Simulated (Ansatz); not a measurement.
# Several settings converged on Ni3Ge (P4mm, 4 atoms in the cell)

```
CELL_PARAMETERS angstrom
      3.54092     0.00000     0.00000
      0.00000     3.54092     0.00000
      0.00000     0.00000     3.54092
ATOMIC_POSITIONS crystal
  Ni 0.50000 0.00000 0.50000
  Ni 0.01412 0.50000 0.50000
  Ni 0.50000 0.50000 0.00000
  Ge 0.00000 0.00000 0.00000
```

Base method: PBEsol, default PAW files made with PBE (plane waves; Ansatz, a first-principles code).

Base settings: basis.ecutwfc = 30.9 Ry; kpoints.mp_grid.grid = 9 9 9; hamiltonian.xc = pbesol; hamiltonian.pseudopotentials = {kind: paw} (the program's default PAW files); scf.occupations.method = gaussian; scf.occupations.width = 0.0073 Ry.

The count of work is k-points × plane waves × bands × iterations; it is no time. 

**The width of Fermi-Dirac smearing**

In this ladder: kpoints.mp_grid.grid = 15 15 15; scf.occupations.method = fermi_dirac.

Narrow widths need finer meshes than wide ones, so the last steps can hold mesh noise.

Only quantities that move along the ladder and can be compared are tabulated; pressure and forces are left out, as mesh noise rules them at narrow widths.

```csv
scf.occupations.width,free energy less the last step's (meV/atom),energy extrapolated to zero width less the last step's (meV/atom)
0.0735 Ry,-1268.90,-64.97
0.0367 Ry,-309.99,25.35
0.022 Ry,-96.08,16.49
0.0147 Ry,-36.05,6.13
0.0073 Ry,-6.14,0.18
0.0037 Ry,0.00,0.00
```

Widest scf.occupations.width that holds the energy extrapolated to zero width within 1 meV/atom of the last step, with all finer ones: 0.0073 Ry; the step before is off by 6.1 meV/atom.

Widest scf.occupations.width that holds the free energy within 5 meV/atom: not settled: the last two steps still differ by 6.1 meV/atom, over half the tolerance, so the ladder does not show it.

The extrapolation to zero width removes most of the smearing's effect on the energy.

**The width of Methfessel-Paxton smearing**

In this ladder: kpoints.mp_grid.grid = 15 15 15; scf.occupations.method = methfessel_paxton.

Narrow widths need finer meshes than wide ones, so the last steps can hold mesh noise.

Only quantities that move along the ladder and can be compared are tabulated; pressure and forces are left out, as mesh noise rules them at narrow widths.

```tsv
scf.occupations.width	free energy less the last step's (meV/atom)
0.0367 Ry	7.46
0.022 Ry	1.08
0.0147 Ry	0.26
0.0073 Ry	-0.04
0.0037 Ry	0.00
```

Widest scf.occupations.width that holds the free energy within 0.5 meV/atom of the last step, with all finer ones: 0.0147 Ry; the step before is off by 1.1 meV/atom.

**The mesh under tetrahedron occupations**

In this ladder: scf.occupations.method = tetrahedron; scf.occupations.width = default.

Only quantities that move along the ladder and can be compared are tabulated.

```tsv
kpoints.mp_grid.grid	free energy less the last step's (meV/atom)	pressure (GPa)	count of work / last
4 4 4	-6.34	-2.62	0.018
5 5 5	-1.59	-2.74	0.020
6 6 6	-0.01	-2.66	0.043
7 7 7	-1.03	-2.74	0.043
9 9 9	-0.10	-2.72	0.080
11 11 11	0.10	-2.72	0.13
14 14 14	0.08	-2.73	0.28
17 17 17	0.03	-2.73	0.43
22 22 22	0.00	-2.74	1.0
```

Coarsest kpoints.mp_grid.grid that holds the free energy within 2 meV/atom of the last step, with all finer ones: 5 5 5, at 0.020 of the last step's count of work; the step before is off by 6.3 meV/atom.

Coarsest kpoints.mp_grid.grid that holds the pressure within 0.1 GPa of the last step, with all finer ones: 5 5 5, at 0.020 of the last step's count of work; the step before is off by 0.12 GPa.

On the base run: the starting cell comes from a database of computed structures (which also holds hypothetical and non-ambient phases and stackings), without a prior relaxation at this level. Its lattice was rescaled by up to half a per cent. One atom was moved a little off its site on purpose. Spin polarisation is off. Ansatz's pressure includes its estimate of the finite-basis (Pulay) stress.

Left out of this page: 4 runs of the series outside the window shown, repeating another row's setting, or not comparable; 1 run of the series unsound by tests on forces, stress, charge or solver warnings.

Keys are those of Ansatz 0.2.
